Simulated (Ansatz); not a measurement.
Density of states of C (P6_3/mmc) below the valence band maximum, r2SCAN, rigid bands (Ansatz, a quantum-chemistry and plane-wave program); cell volume 22.5 Å³.

(energy from edge (eV), 10⁻³ states/eV/cell): (0.006, 8.86); (0.031, 19.2); (0.056, 26.1); (0.081, 31.4); (0.106, 36.1); (0.131, 40.3); (0.156, 44.7); (0.181, 47.9); (0.206, 52.3); (0.231, 55.1); (0.256, 59.0); (0.281, 61.9); (0.319, 66.5); (0.344, 69.8); (0.369, 73.4); (0.394, 75.8); (0.419, 78.8); (0.444, 82.0); (0.469, 84.9); (0.494, 88.0); (0.519, 91.9); (0.544, 101); (0.569, 108); (0.594, 113)

What effective density of states at 300 K does this give (∫ g(E) exp(−E/k_BT) dE, both spins, divided by the cell's size)?

1.8e19 cm⁻³, a density-of-states mass of 0.82 mₑ, valleys and band degeneracy included.

Spin-orbit coupling is left out. Geometry: cell and atoms relaxed with PBEsol.
